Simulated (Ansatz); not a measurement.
The starting structures come from a database of crystals and need not be the phases stable at ambient conditions.

 Where the default PAW files enter, the runs use the earlier of Ansatz's two default sets.

```
Al2MgC2
1.0
    3.39065     0.00000     0.00000
    0.00000     5.82372     0.00000
    1.69533     0.00000     2.93639
Mg Al C
1 2 2
Direct
  0.00000   0.00000   0.00000
  0.66667   0.64999   0.66667
  0.33333   0.35001   0.33333
  0.33333   0.72992   0.33333
  0.66667   0.27008   0.66667
```

Space group of this cell: P-3m1. The cell is taken as given; by r2SCAN its mean pressure is -2.7 GPa.

Transport runs along the normal of the first two printed cell vectors, the (100) plane of the conventional cell.

The gap is the functional's own, uncorrected, and κ follows it; spin-orbit coupling is left out. Mid-gap values are interpolated between the computed energies.

Question: Give the band gap and the smallest decay constant κ at mid-gap that r2SCAN (Ansatz, a program for electronic structure) yields.

Answer: Gap 2.14 eV on a 10×6×10 mesh; κ = 0.232 1/Å, at the zone centre.
